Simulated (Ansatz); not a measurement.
**Converging shifted k-point meshes: TlIO3 (R3m, 5 atoms in the cell)**

```yaml
crystal:
  lattice:
    - [3.16025, 1.82457, 2.66340]
    - [-3.16025, 1.82457, 2.66340]
    - [0.00000, -3.64914, 2.66340]
  atoms:
    - { symbol: Tl, position: [0.01501, 0.01501, 0.01501] }
    - { symbol: I, position: [0.50186, 0.50186, 0.50186] }
    - { symbol: O, position: [0.90328, 0.46189, 0.46189] }
    - { symbol: O, position: [0.46189, 0.90328, 0.46189] }
    - { symbol: O, position: [0.46189, 0.46189, 0.90328] }
```

Method: PBEsol, default PAW files made with PBE (plane waves; Ansatz, a first-principles code).

Base settings: basis.ecutwfc = 420 eV; kpoints.mp_grid.grid = 6 6 6; hamiltonian.xc = pbesol; hamiltonian.pseudopotentials = {kind: paw} (the program's default PAW files); scf.occupations.method = fermi_dirac; scf.occupations.width = 0.02 eV.

In this ladder: kpoints.mp_grid.shift = 0.5 0.5 0.5.

Shifted meshes do not hold Γ, so a gap read on them misses any band edge there.

Only quantities that move along the ladder and can be compared are tabulated.

The count of work is k-points × plane waves × bands × iterations; it is no time. Core times come from one kind of shared machine, to one figure; runs under 30 s give none.

The starting cell comes from a database of computed structures (which also holds hypothetical and non-ambient phases and stackings), without a prior relaxation at this level. Its lattice was rescaled by up to half a per cent. One atom was moved a little off its site on purpose. Spin-orbit coupling is off. Ansatz's pressure includes its estimate of the finite-basis (Pulay) stress.

```csv
kpoints.mp_grid.grid,free energy less the last step's (meV/atom),pressure (GPa),largest difference of a force vector from the last step's (eV/Å),gap on the mesh (eV),count of work / last,core time / last (rough)
1 1 1,937.31,6.99,5.209,2.519,0.0028,–
2 2 2,-61.56,-0.82,0.573,4.761,0.0049,–
3 3 3,9.08,0.09,0.110,2.690,0.015,–
4 4 4,-1.47,-0.12,0.024,3.459,0.025,–
5 5 5,0.28,-0.07,0.006,2.695,0.047,–
6 6 6,-0.05,-0.08,0.001,3.017,0.069,–
7 7 7,0.02,-0.08,0.000,2.696,0.11,–
8 8 8,-0.01,-0.08,0.000,2.866,0.15,–
9 9 9,0.00,-0.08,0.000,2.696,0.21,–
10 10 10,0.01,-0.08,0.000,2.801,0.27,–
11 11 11,-0.01,-0.08,0.000,2.696,0.36,0.4
12 12 12,0.00,-0.08,0.000,2.766,0.45,0.5
13 13 13,0.00,-0.08,0.000,2.696,0.57,0.5
14 14 14,0.00,-0.08,0.000,2.747,0.69,0.9
16 16 16,0.00,-0.08,0.000,2.734,1.0,1
```

Coarsest kpoints.mp_grid.grid that holds the pressure within 0.05 GPa of the last step, with all finer ones: 4 4 4, at 0.025 of the last step's count of work; the step before is off by 0.18 GPa.

Coarsest kpoints.mp_grid.grid that holds the forces within 0.005 eV/Å of the last step, with all finer ones: 6 6 6, at 0.069 of the last step's count of work; the step before is off by 0.006 eV/Å.

The gap on the mesh jumps up and down from mesh to mesh; it is no smooth measure of convergence.

Keys are those of Ansatz 0.2.
